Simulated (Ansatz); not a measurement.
# CuI under a change: tensor shear ε_xy = +1.71 %

The parent structure is CuI in the zinc blende structure (space group F-43m, No. 216; a = 5.862 Å). Axes: x, y, z lie along the cube axes.

Modification: a pure shear with ε_xy = ε_yx = 0.0171, atoms relaxed at fixed cell.

Level of theory: Kohn–Sham DFT with the LDA functional, run in Ansatz (a first-principles code) with PAW and 420 eV plane waves, spin-orbit coupling left out. Settings: 10×10×10 k-points, 0.05 eV Fermi–Dirac smearing.

```json
[
 {"quantity": "volume per atom", "base": "25.18 Å³", "changed": "25.17 Å³", "shift": "-0.01 Å³"},
 {"quantity": "space group", "base": "F-43m (No. 216)", "changed": "Imm2 (No. 44)", "shift": "–"},
 {"quantity": "shortest interatomic distance", "base": "4.797 bohr", "changed": "4.794 bohr", "shift": "-0.0024 bohr"},
 {"quantity": "energy relative to the base (free energy F)", "base": "0 meV/atom", "changed": "+2.5 meV/atom", "shift": "+2.5 meV/atom"},
 {"quantity": "pressure (mean of the normal stresses, compression positive)", "base": "0.0 kbar", "changed": "0.0 kbar", "shift": "0.0 kbar"},
 {"quantity": "band gap", "base": "1.22 eV", "changed": "1.18 eV", "shift": "-0.04 eV"},
 {"quantity": "gap character", "base": "direct at Γ", "changed": "direct at Γ", "shift": "–"},
 {"quantity": "valence-band top at Γ (three highest levels, from the VBM)", "base": "0.00, 0.00, 0.00 eV", "changed": "0.00, -0.04, -0.07 eV", "shift": "–"},
 {"quantity": "valley order (the lowest conduction-band minima on the path, energy above the VBM, named in the base's zone)", "base": "Γ 1.22 eV; L along ⟨111⟩ 2.12 eV; X along ⟨100⟩ 2.41 eV", "changed": "Γ 1.18 eV; L along [1-1-1] 1.96 eV; L along [111] 2.21 eV; X along [001] 2.25 eV", "shift": "–"},
 {"quantity": "stress (xx, yy, zz, yz, xz, xy; compression positive)", "base": "–", "changed": "(0.00, 0.00, 0.00, 0.00, 0.00, -0.92) GPa", "shift": "–"}
]
```

Final structure:

```
CuI
1.0
    0.05012     2.93094     2.93094
    2.93094     0.05012     2.93094
    2.98106     2.98106     0.00000
Cu I
1 1
Direct
  0.00399   0.00399   0.99601
  0.24601   0.24601   0.25399
```

Cost of the whole job for the changed cell (relaxation, final SCF and bands): roughly 80 core-seconds.

With I present, leaving out spin-orbit coupling can change the band edges. The cells carry an imposed strain or load. Whether these cells are dynamically stable was not tested. All final runs are without spin polarisation. Labels are those of the standard path for the cell's own space group.
